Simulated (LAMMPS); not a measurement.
An MD run on CeO2 (fluorite), 324 atoms, at 300 K and 0 GPa, heated as the crystal.

Model: classical MD, Buckingham potential of Woodley, Battle, Gale and Catlow, Phys. Chem. Chem. Phys. 1, 2535 (1999), used with rigid ions (no shells), PPPM sums, short-range terms cut at 10 Å, modified for these runs by an r^-4 repulsive force inside the short-range force's maximum; code LAMMPS.

- state found = crystal; no diffusion seen in 21 ps
- density = 7.1618 ± 0.0002 g/cm³
- volume per atom = 13.3022 ± 0.0003 Å³
- enthalpy per atom = -34.9682 ± 0.0003 eV
- first peak of g(r), Ce-O = 2.34 Å, height 12.4
- coordination number of Ce by O = 8.00 (counted to 3.26 Å)
- coordination number of O by Ce = 4.00 (counted to 3.26 Å)
- first peak of g(r), O-O = 2.71 Å, height 8.6
- coordination number of O by O = 6.00 (counted to 3.22 Å)
- most common O-Ce-O angle = in the 3° bin centred on 70.5° (mean of all 102°)
- most common Ce-O-O angle = in the 3° bin centred on 55.5° (mean of all 90°)
- most common O-O-O angle = in the 3° bin centred on 88.5° (mean of all 107°)
- mean frequency of the velocity spectrum = 12.0 THz
- cost = around 4 core-minutes (rough)

Caution: the potential ionic pair potential woodley1999 is fitted for structure prediction of static crystals.

States go by the mean squared displacement: a species diffuses where it passes 1.5 Å², still rises and gives D over 1e-6 cm²/s; a crystal has left its structure where atoms lie 0.35 Å off their sites on average or a cubic box changes its shape by 3 %.

Errors shown are sampling errors alone.

| r (Å) | g(r), Ce-O | g(r), O-O |
|---|---|---|
| 2.100 | 0.000 | 0.000 |
| 2.140 | 0.102 | 0.000 |
| 2.180 | 0.820 | 0.000 |
| 2.220 | 3.38 | 0.000 |
| 2.260 | 7.12 | 0.000 |
| 2.300 | 10.5 | 0.000 |
| 2.340 | 12.4 | 0.000 |
| 2.380 | 9.95 | 0.000 |
| 2.420 | 6.82 | 0.000 |
| 2.460 | 3.56 | 0.000 |
| 2.500 | 1.80 | 0.004 |
| 2.540 | 0.741 | 0.049 |
| 2.580 | 0.276 | 0.637 |
| 2.620 | 0.061 | 2.47 |
| 2.660 | 0.014 | 6.08 |
| 2.700 | 0.003 | 8.56 |
| 2.740 | 0.000 | 7.78 |
| 2.780 | 0.000 | 4.50 |
| 2.820 | 0.000 | 1.76 |
| 2.860 | 0.000 | 0.404 |
| 2.900 | 0.000 | 0.064 |
| 2.940 | 0.000 | 0.009 |
| 2.980 | 0.000 | 0.000 |
| 3.020 | 0.000 | 0.003 |
| 3.060 | 0.000 | 0.000 |
| 3.100 | 0.000 | 0.000 |
| 3.140 | 0.000 | 0.000 |
| 3.180 | 0.000 | 0.000 |
| 3.220 | 0.000 | 0.000 |
| 3.260 | 0.000 | 0.000 |
| 3.300 | 0.000 | 0.000 |
| 3.340 | 0.000 | 0.000 |
| 3.380 | 0.000 | 0.000 |
| 3.420 | 0.000 | 0.002 |
| 3.460 | 0.000 | 0.004 |
| 3.500 | 0.000 | 0.022 |
| 3.540 | 0.000 | 0.053 |
| 3.580 | 0.000 | 0.168 |
| 3.620 | 0.000 | 0.527 |
| 3.660 | 0.000 | 1.18 |
| 3.700 | 0.000 | 2.20 |
| 3.740 | 0.000 | 3.45 |
| 3.780 | 0.000 | 4.59 |
| 3.820 | 0.000 | 5.03 |
| 3.860 | 0.000 | 5.00 |
| 3.900 | 0.000 | 3.85 |
| 3.940 | 0.000 | 2.89 |
| 3.980 | 0.000 | 1.81 |
| 4.020 | 0.000 | 0.983 |
| 4.060 | 0.000 | 0.418 |
| 4.100 | 0.000 | 0.146 |
| 4.140 | 0.000 | 0.049 |
| 4.180 | 0.006 | 0.013 |
| 4.220 | 0.025 | 0.008 |
| 4.260 | 0.109 | 0.000 |
| 4.300 | 0.402 | 0.000 |
| 4.340 | 1.27 | 0.007 |
| 4.380 | 3.08 | 0.006 |
| 4.420 | 5.92 | 0.036 |
| 4.460 | 8.72 | 0.119 |
| 4.500 | 9.61 | 0.300 |
| 4.540 | 8.32 | 0.623 |
| 4.580 | 5.43 | 1.18 |
| 4.620 | 2.69 | 1.70 |
| 4.660 | 1.13 | 2.27 |
| 4.700 | 0.302 | 2.49 |
| 4.740 | 0.073 | 2.11 |
| 4.780 | 0.013 | 1.57 |
| 4.820 | 0.002 | 1.01 |
| 4.860 | 0.001 | 0.553 |
| 4.900 | 0.000 | 0.270 |
| 4.940 | 0.000 | 0.108 |
| 4.980 | 0.000 | 0.032 |
| 5.020 | 0.000 | 0.009 |
| 5.060 | 0.000 | 0.000 |
| 5.100 | 0.000 | 0.001 |
| 5.140 | 0.000 | 0.001 |
| 5.180 | 0.000 | 0.003 |
| 5.220 | 0.000 | 0.027 |
| 5.260 | 0.000 | 0.129 |
| 5.300 | 0.000 | 0.421 |
| 5.340 | 0.000 | 0.920 |
| 5.380 | 0.000 | 1.50 |
| 5.420 | 0.000 | 1.78 |
| 5.460 | 0.000 | 1.56 |
| 5.500 | 0.000 | 1.00 |
| 5.540 | 0.000 | 0.504 |
| 5.580 | 0.001 | 0.177 |
| 5.620 | 0.009 | 0.055 |
| 5.660 | 0.030 | 0.008 |
| 5.700 | 0.150 | 0.010 |
| 5.740 | 0.592 | 0.020 |
| 5.780 | 1.53 | 0.070 |
| 5.820 | 2.97 | 0.184 |
| 5.860 | 4.51 | 0.529 |
| 5.900 | 5.36 | 1.08 |
| 5.940 | 4.88 | 1.98 |
| 5.980 | 3.58 | 3.05 |
| 6.020 | 2.08 | 3.68 |
| 6.060 | 1.02 | 4.12 |
| 6.100 | 0.368 | 3.84 |
